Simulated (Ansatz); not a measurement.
CuI: band gap against strain

CuI (zinc blende, F-43m, 25.178 Å³/atom at rest, cube axes along x, y and z) under an equal strain ε along all three axes. LDA in Ansatz, a plane-wave DFT program (PAW, default set), 420 eV, 10×10×10 Γ-centred mesh, Fermi-Dirac smearing 0.05 eV; ions are relaxed within the symmetry of each cell. Gaps are the smallest over the k-mesh and a band path, without spin-orbit coupling; in all rows the valence edge lies at Γ and the conduction edge at Γ.

Here s stands for strain and Eg for gap.

```
strain (%)  gap (eV)
----------  --------
-1.50          1.364
-1.00          1.315
-0.50          1.267
0.00           1.221
0.50           1.176
1.00           1.132
1.50           1.090
3.00               ?
```

Problem. Using a straight line, estimate the missing Eg at s = 3.00 from the other rows, showing the fit.

Solution. Means: s 0, Eg 1.2236. About the means, the sum of products is -0.63950 and the sum of squares of s is 7.0000; the slope is their ratio. Least squares gives Eg = 1.2236 - 0.09136·s. Residuals (row less fit): 0.0034, 0.0000, -0.0023, -0.0026, -0.0019, -0.0002, 0.0034; standard error 0.0028 (degrees of freedom: 5). Over these rows the gap moves by -9.1 ± 0.1 eV per unit strain, or -3.0 eV per unit of ln V. At the withheld row, Eg = 1.2236 - 0.09136 × 3.0 = 0.9495 eV. The calculation gives 0.970 eV, 0.0205 eV above the prediction (5.2 % of the range of Eg in the table). The row lies outside the fitted rows, so this is an extrapolation. From the scatter of the fitted rows alone, a prediction at this place has a standard error of 0.0043 eV, so the miss is 4.8 times that.

One order more, fitted to all 13 runs of the series, follows each within 0.001, so the miss is the next term of a smooth law. Other structures, which can take over under pressure, weren't tried. Spin-orbit coupling is left out, which can shift this property for CuI. Rows are the converged runs of the series near zero and its far end; series whose fitted rows scatter by over a few per cent of the range, as at a crossing or softening among them, aren't shown in this form. Most that stay on the fit to the last digits aren't either.
